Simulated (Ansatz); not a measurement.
**A computed series for Ru: response to strain**

The parent structure is Ru in the hcp (Mg type) structure (space group P6_3/mmc, No. 194; a = 2.676 Å, c = 4.224 Å; relaxed with 0.1 eV smearing). Axes: x lies along a and z along c of the hexagonal cell.

Strains are applied to the cell and any free atomic positions relax.

Calculations: LDA (Ansatz, a program for electronic structure), no spin-orbit coupling.

Candidates:
(a) uniaxial strain ε_xx = −2.00 %
(b) uniaxial strain ε_xx = −3.00 %
(c) uniaxial strain ε_xx = +3.00 %

Notes on the quantities. energy relative to the base: free energy F.

Problem. Order them by energy relative to the base, highest first.

Solution. (b) uniaxial strain ε_xx = −3.00 % (+26 meV/atom), (c) uniaxial strain ε_xx = +3.00 % (+22 meV/atom), (a) uniaxial strain ε_xx = −2.00 % (+11 meV/atom)

No phonon test of stability was made. The final runs are not spin-polarised.
